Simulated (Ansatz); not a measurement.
## ZnCu₂GeS₄ (model structure, started from the kesterite type, I-4, No. 82, 8 atoms in the cell)

Calculation: PBE (plane waves, PAW; Ansatz, an electronic-structure program).

Settings: plane-wave cutoff 500 eV, 10×10×10 k mesh, Fermi–Dirac smearing 0.05 eV, no spin polarisation, scalar-relativistic PAW data made under PBE.

Cell (relaxed at this level):

Cu2ZnGeS4 has the tetragonal space group I-4 (No. 82), Pearson symbol tI16. Conventional cell: a = 5.358 Å, b = 5.358 Å, c = 10.653 Å, α = 90.00°, β = 90.00°, γ = 90.00°. Cu1 on 2a sees 4 S at 2.320 Å (tetrahedral). Cu2 on 2c sees 4 S at 2.299 Å (tetrahedral). Zn on 2d is coordinated by 4 S at 2.354 Å (tetrahedral). Ge on 2b is coordinated by 4 S at 2.291 Å (tetrahedral). S on 8g sees 1 Ge at 2.291 Å and 2 Cu at 2.299–2.320 Å and 1 Zn at 2.354 Å (tetrahedral). (Neighbours: up to the widest gap in distance over summed covalent radii, below 1.35, at either atom; cation-cation and far metal-metal contacts left out.)
(The calculation used a cell of 8 atoms; values per cell refer to that cell.)

```yaml
band_gap: 0.47 eV (on the SCF k mesh)
```

Note: the relaxation could raise the start's symmetry but not lower it, so the cell can be a saddle point.

Spin–orbit coupling is not included.

Computed values are for the static lattice.

Cost on a shared machine: roughly 11 core-minutes.

A model structure was made by putting elements into a prototype or built by hand; it is no filed structure, need not be a known phase, and can be a saddle point held by its symmetry.
